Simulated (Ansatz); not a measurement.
Take WS₂ in the 2H-MoS2 type structure (space group P6_3/mmc, No. 194; a = 3.154 Å, c = 12.137 Å; layered, stacked along the Cartesian z axis) as the base.

Perturbation: a hydrostatic pressure of 1.5 GPa.

Computed with PBE-D3(BJ)/PAW in Ansatz (an electronic-structure program), without spin-orbit coupling.

Base, band edges from the VBM (valence, conduction): K -0.57, 1.26; H -0.71, 1.26; M -1.57, 2.27; L -1.66, 2.29; A -0.31, 2.23; Γ 0.00, 2.25 eV.

**Question.** Give the band edges at the high-symmetry points of the new zone, measured from its valence-band maximum.

**Answer.** 
```
point  valence edge (eV)  conduction edge (eV)
-----  -----------------  --------------------
Γ                   0.00                  2.19
M                  -1.63                  2.26
K                  -0.61                  1.25
A                  -0.30                  2.19
L                  -1.73                  2.28
H                  -0.78                  1.25
```

The gap is 0.78 eV, indirect, Γ → K–Γ (50 % along).

Spin-orbit coupling, missing from the scalar runs, can matter with W. Load acts through the strain it causes; cell and atoms are relaxed under it. Whether these cells are dynamically stable was not tested.
